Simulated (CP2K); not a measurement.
Band structure of Cs2HgSbCl6 (Fm-3m, 10 atoms in the cell).

```yaml
crystal:
  lattice:
    - [7.90134, 0.00000, 0.00000]
    - [3.95067, 6.84276, 0.00000]
    - [3.95067, 2.28092, 6.45142]
  atoms:
    - { symbol: Cs, position: [0.75000, 0.75000, 0.75000] }
    - { symbol: Cs, position: [0.25000, 0.25000, 0.25000] }
    - { symbol: Hg, position: [0.50000, 0.50000, 0.50000] }
    - { symbol: Sb, position: [0.00000, 0.00000, 0.00000] }
    - { symbol: Cl, position: [0.76348, 0.23652, 0.23652] }
    - { symbol: Cl, position: [0.23652, 0.76348, 0.76348] }
    - { symbol: Cl, position: [0.23652, 0.76348, 0.23652] }
    - { symbol: Cl, position: [0.76348, 0.23652, 0.76348] }
    - { symbol: Cl, position: [0.23652, 0.23652, 0.76348] }
    - { symbol: Cl, position: [0.76348, 0.76348, 0.23652] }
```

Computed with CP2K with PBEsol, GPW, DZVP-MOLOPT-SR-GTH basis, GTH-PBE potentials (GTH_POTENTIALS).

Settings: CUTOFF = 500 Ry; REL_CUTOFF = 60 Ry; SMEAR/METHOD = MARZARI_VANDERBILT; SIGMA = 0.1 eV; KPOINTS/SCHEME = MONKHORST-PACK 3 3 3; XC_FUNCTIONAL = PBE:PBESOL; Cs/BASIS_SET = DZVP-MOLOPT-SR-GTH; Cs/POTENTIAL = GTH-PBE-q9; Hg/BASIS_SET = DZVP-MOLOPT-SR-GTH; Hg/POTENTIAL = GTH-PBE-q12; Sb/BASIS_SET = DZVP-MOLOPT-SR-GTH; Sb/POTENTIAL = GTH-PBE-q5; Cl/BASIS_SET = DZVP-MOLOPT-SR-GTH; Cl/POTENTIAL = GTH-PBE-q7.

The starting cell comes from a database of computed structures (which also holds hypothetical and non-ambient phases and stackings), without a prior relaxation at this level. Spin-orbit coupling is off. Values carry the incompleteness of an atom-centred basis. The potentials were made for another functional than the one used.

Levels in eV from the Fermi level, bands 35 to 40:
| point | 35 | 36 | 37 | 38 | 39 | 40 |
|---|---|---|---|---|---|---|
| Γ | -2.26 | -1.90 | -1.90 | -1.90 | 1.66 | 2.15 |
| X | -2.21 | -2.21 | -1.92 | -0.70 | 0.76 | 2.61 |
| W | -2.21 | -2.06 | -2.06 | -0.63 | 0.14 | 2.78 |
| K | -2.20 | -2.15 | -1.99 | -0.69 | 0.11 | 2.85 |
| L | -2.10 | -2.10 | -2.05 | -1.22 | -0.70 | 3.34 |
| U | -2.20 | -2.15 | -1.99 | -0.69 | 0.11 | 2.85 |

Bands cross the Fermi level along this path, so the cell is metallic at this level.

Higher empty bands are left out: an atom-centred basis made for the valence describes them poorly.
